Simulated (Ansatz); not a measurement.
The parent structure is Cs in the bcc (W type) structure (space group Im-3m, No. 229).

```
Cs
1.0
   -3.13247     3.13247     3.13247
    3.13247    -3.13247     3.13247
    3.13247     3.13247    -3.13247
Cs
1
Direct
  0.00000   0.00000   0.00000
```

Calculations: r2SCAN (Ansatz, an electronic-structure program), no spin-orbit coupling.

Base values:

The lattice parameter a is 626.5 pm.

One thing is altered: a hydrostatic pressure of 5 GPa.

Estimate the effect on the lattice parameter a.

The lattice parameter a shrinks by 171.1 pm, from 626.5 pm to 455.4 pm.

Load acts through the strain it causes; cell and atoms are relaxed under it. Stability against distortions was not tested. The final runs are not spin-polarised. Measured, Cs leaves this structure (for fcc) near 2.4 GPa (temperature not stated; as listed in Olga Degtyareva, NATO science for peace and security series. B, Physics and biophysics (2010)).
